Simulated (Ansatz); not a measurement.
The starting structures come from a database of crystals and need not be the phases stable at ambient conditions.

By PBEsol, the system below comes out a metal.

Without scattering a metal conducts by its projected Fermi surface.

Here is the system:

```yaml
crystal:
  lattice:
    - [3.38244, 0.00000, 0.00000]
    - [0.00000, 3.90932, 0.00000]
    - [1.69122, 1.95466, 2.04463]
  atoms:
    - { symbol: Sn, position: [0.00000, 0.00000, 0.00000] }
```

Space group of this cell: Immm. The cell is strained (lengths along the current scaled by 0.97, ions clamped); by PBEsol its mean pressure is -1.4 GPa.

The current flows along the normal of the first two printed cell vectors. No spin-orbit coupling; the value is a mean over 0.1 eV about the Fermi level.

Compute, with PBEsol run with Ansatz (an electronic-structure program), the ballistic conductance per area.

1.2 × 10¹⁵ S/m² for both spins.
